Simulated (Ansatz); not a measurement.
For SiGe (model structure, started from the NiAs type, P6₃/mmc, No. 194, 4 atoms in the cell), PBEsol (PAW; Ansatz, a program for electronic structure) gives:

lattice constant a: 3.537 Å
c axis length: 6.472 Å
bulk modulus: 80.5 GPa
cohesive energy: 4.23 eV/atom

Question: What does r²SCAN in Ansatz (plane waves, PAW) give for the same quantities?

Answer: 
- lattice constant a: 3.669 Å (goes up by 3.7 %)
- lattice parameter c: 6.188 Å (shrinks by 4.4 %)
- bulk modulus: 75.1 GPa (drops by 6.7 %)
- cohesive energy: 3.75 eV/atom (drops by 0.48 eV/atom)

Changes are worked out from the printed values.

Unless a cell is named, each level is at its own relaxed cell (PBEsol 17.53, r²SCAN 18.04 Å³/atom).

Caveats: the bulk modulus is −V dP/dV from two relaxed cells at ±2 % in volume (PBEsol, r²SCAN). Ansatz's density-functional and Hartree–Fock values are scalar-relativistic unless marked +SOC, with PAW data made under PBE.

A model structure was made by putting elements into a prototype or built by hand; it is no filed structure, need not be a known phase, and can be a saddle point held by its symmetry.
